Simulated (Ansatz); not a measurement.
**ZrIr (model structure, Cmcm, No. 63, 4 atoms in the cell)**

Method: PBEsol in Ansatz (PAW).

Run with plane-wave cutoff 520 eV, 18×18×14 k mesh (along the axes of the cell as run), Fermi–Dirac smearing 0.05 eV, no spin polarisation, scalar-relativistic PAW data made under PBE.

Cell (relaxed at this level):

```
CELL_PARAMETERS angstrom
      1.57186    -5.07030     0.00000
      1.57186     5.07030     0.00000
      0.00000     0.00000     4.46212
ATOMIC_POSITIONS crystal
  Zr 0.64320 0.35680 0.25000
  Ir 0.90842 0.09158 0.25000
  Zr 0.35680 0.64320 0.75000
  Ir 0.09158 0.90842 0.75000
```

| Item | Result |
|---|---|
| bulk modulus | 195 GPa |

Note: the run has no spin polarisation, so it can have missed a magnetic state; the bulk modulus is −V dP/dV from two relaxed cells at ±2 % in volume; the relaxation could raise the start's symmetry but not lower it, so the cell can be a saddle point.

Spin–orbit coupling is not included.

Static lattice: no zero-point or thermal effects.

Cost on a shared machine: about 13 core-minutes (a rough figure).

A model structure was made by putting elements into a prototype or built by hand; it is no filed structure, need not be a known phase, and can be a saddle point held by its symmetry.

Ansatz is a first-principles code.
